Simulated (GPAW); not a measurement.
**One base run on Ta₅Ge₃B (P6_3/mcm, 18 atoms in the cell) and variants with one or two settings moved**

```xyz
18
Lattice="7.6957 0.0000 0.0000 -3.8479 6.6647 0.0000 0.0000 0.0000 5.3461" Properties=species:S:1:pos:R:3 pbc="T T T"
Ta     0.0000     4.4431     0.0000
Ta     3.8479     2.2216     0.0000
Ta     3.8479     2.2216     2.6730
Ta     0.0000     4.4431     2.6730
Ta     5.8213     0.0000     4.0096
Ta     1.8744     0.0000     1.3365
Ta     2.9107     5.0414     1.3365
Ta     0.9372     1.6233     4.0096
Ta    -2.9107     5.0414     4.0096
Ta    -0.9372     1.6233     1.3365
Ge     3.0889     0.0000     4.0096
Ge     4.6068     0.0000     1.3365
Ge     1.5445     2.6751     1.3365
Ge     2.3034     3.9896     4.0096
Ge    -1.5445     2.6751     4.0096
Ge    -2.3034     3.9896     1.3365
B      0.0000     0.0000     0.0000
B      0.0000     0.0000     2.6730
```

Base run A: PBEsol, GPAW PAW datasets PBEsol (made by gpaw-setup) run with GPAW, self-consistent single point.

Its settings: mode = pw; ecut = 950 eV; xc = PBEsol; kpts = 3 3 3; mesh shift (steps) = 0 0 0; occupations.name = methfessel-paxton; occupations.width = 0.272 eV; occupations.order = 1; nbands = -22; symmetry.symmorphic = false; symmetry.tolerance = 0.0005; maxiter = 150.

The starting cell comes from a database of computed structures (which also holds hypothetical and non-ambient phases and stackings), without a prior relaxation at this level. Its lattice was rescaled by a random factor within 2.5 % of one. Spin polarisation is off. Without a gap this mesh is coarse (it stands for a supercell whose shortest vector is 16 Å).

ΔF is the free energy per atom less that of run A. A dash stands where there is no value to compare (another energy zero or no entropy term, no result, no spin, no clean gap, or a mesh too coarse for one). Total energies depend on the potentials, the functional and any Hubbard or dispersion term, so they are compared only between runs that share all of them.

Runs:
- B: xc: PBEsol → vdW-DF2 (libvdwxc); potentials: GPAW PAW datasets PBE (gpaw-data 1.0.1) [vdW-DF2]
- C: lattice scaled by 1.03
- D: occupations.name: methfessel-paxton → fermi-dirac; occupations.width: 0.272 eV → 0.1 eV; occupations.order: 1 → default
- E: ecut: 950 eV → 760 eV
- F: occupations.width: 0.272 eV → 0.8 eV
- G: symmetry.symmorphic: false → default
- H: mixer.backend: default → broyden

```csv
run,ΔF (meV/atom),largest force (eV/Å),k-points
A,0.00,0.033,6
B,–,0.108,6
C,104.9,0.415,6
D,-6.5,0.041,6
E,0.87,0.033,6
F,3.4,0.101,6
G,0.00,0.033,7
H,0.00,0.033,6
```

Run F against A: The free energy rises by 3.4 meV/atom and the largest force goes from 0.033 to 0.101 eV/Å.

Run C against A: The free energy goes up by 105 meV/atom and the largest force goes from 0.033 to 0.415 eV/Å.
